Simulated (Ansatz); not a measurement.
## How the band gap of SnSeS (P3m1, No. 156, 3 atoms in the cell; start mp-1218912) moves with the method

No measured value is used here.

```json
[
 {"level (code)": "LDA (Ansatz)", "value (eV)": "0.59"},
 {"level (code)": "PBEsol+SOC (Ansatz)", "value (eV)": "0.61 (indirect)"},
 {"level (code)": "r²SCAN+SOC (Ansatz)", "value (eV)": "0.98 (indirect)"},
 {"level (code)": "HSE06+SOC (Ansatz)", "value (eV)": "1.37 (indirect)"},
 {"level (code)": "PBE0 (Ansatz)", "value (eV)": "2.13"},
 {"level (code)": "r²SCAN0 (Ansatz)", "value (eV)": "2.32"}
]
```

Computed values are for a static lattice. Levels without +SOC have no spin–orbit coupling; where heavier elements are present it shifts gaps, mostly down, and can invert bands.  Values are at the PBE-D3(BJ) cell. Cutoffs and k meshes differ between the levels. Ansatz's density-functional and Hartree–Fock values are scalar-relativistic unless marked +SOC, with PAW data made under PBE.

A start named mp-… is a Materials Project structure, which need not be a measured phase.

Ansatz is a program for electronic structure.
